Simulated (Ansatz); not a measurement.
Cost and result by functional for the adsorption energy of H2O on the 1x1 (110) surface of bcc W, one in a 2x2 cell, started at the site 'bridge W-W (span 2.8 Å)', in Ansatz (plane waves, PAW). Single points on the PBE structure, on one kind of machine; costs are rough ratios of the slab run's core time (references not counted) to the cheapest single point. r2SCAN's cost holds its higher cutoff (500 against 420 eV). Differences are taken against r2SCAN for comparison alone: no measured value is at hand, so the table doesn't rank accuracy.

Slab: 19 atoms, 6.6 Å thick at the start under the adsorbate (thin: gaps and levels are the slab's own); k 6x6x1, smearing 0.1 eV, dipole-corrected; 8 atoms held, the rest relaxed; no symmetry held; no spin, no spin-orbit, no U, no dispersion correction. At the end it is bonded to W. In PBE it is, or lies within 0.03 eV of, the lowest of the starts that converged. These notes are the PBE run's. Adsorption energies are against H2O(g). A negative adsorption energy means that the adsorbate is more stable on the surface than in its reference.

```
functional                     relative cost  adsorption energy (eV)  less r2SCAN (eV)
-----------------------------  -------------  ----------------------  ----------------
RPBE                                       1                   -0.28              0.35
r2SCAN                                     2                   -0.63              0.00
PBE (the relaxed run's value)              –                   -0.52              0.11
```

The values span 0.35 eV, while the single points' costs differ by a factor of roughly 2. Differences are of unrounded values.

Ansatz is a program for electronic structure.
